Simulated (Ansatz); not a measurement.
Defect migration in zinc-blende ZnS: interstitial Li, charge state +1. Level of theory: PBE, PAW (plane waves to 420 eV; Ansatz, a program for electronic structure).

64-site cell at the relaxed PBE lattice, the Γ point alone, smearing 0.01 eV, spin-restricted, no finite-size correction. Energies are static. The charge state is imposed; whether it is stable for some Fermi level was not computed. Sites that were not tried may lie lower.

Barriers: single points on a 2×2×2 k-point mesh shifted by half a step at the bands' geometries.

The step: Li moves alone to another site; the atom moves 2.36 Å along (-0.25, -0.25, -0.25) of the unit cell; the moving atom starts with neighbours 4 S at 2.35; 6 Zn at 2.82 Å and ends with 6 S at 2.68; 4 Zn at 2.55 Å.

Task: Predict the migration barrier of this step from PBE, PAW.

Result: 0.53 eV forward and 0.25 eV backward. At the saddle the moving atom has neighbours 3 S at 2.28; 3 Zn at 2.48 Å. The saddle point's order was not checked, and it lies on a symmetry element of the cell, where a band can be held.
